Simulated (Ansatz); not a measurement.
A calculation on rock-salt TaC returned lattice constant a 4.448 Å, bulk modulus 352 GPa.

For reference: lattice constant a 4.456 Å (measured, 300 K, not corrected to a static lattice; as tabulated in Wikipedia's data pages); bulk modulus 305 ± 5 GPa (measured, room temperature, no zero-point or thermal correction, our sources range from 305 to 345; as tabulated in Speziale et al., equation of state of TaC (DESY record 425561)).

**Question.** Which level of theory produced these numbers?
A. B3LYP (VWN-RPA form) (Ansatz, a first-principles code)
B. HSE06 (Ansatz)
C. LC-ωPBE (Ansatz)
D. LDA (Ansatz)

**Answer.** B, HSE06 (Ansatz)

The others give: LDA 4.414 Å, 359 GPa; B3LYP (VWN-RPA form) 4.489 Å, 326 GPa; LC-ωPBE 4.422 Å, 387 GPa.

Unless a cell is named, each level is at its own relaxed cell (B3LYP (VWN-RPA form) 11.31, HSE06 11.00, LC-ωPBE 10.81, LDA 10.75 Å³/atom).

Ansatz's density-functional and Hartree–Fock values are scalar-relativistic unless marked +SOC, with PAW data made under PBE.
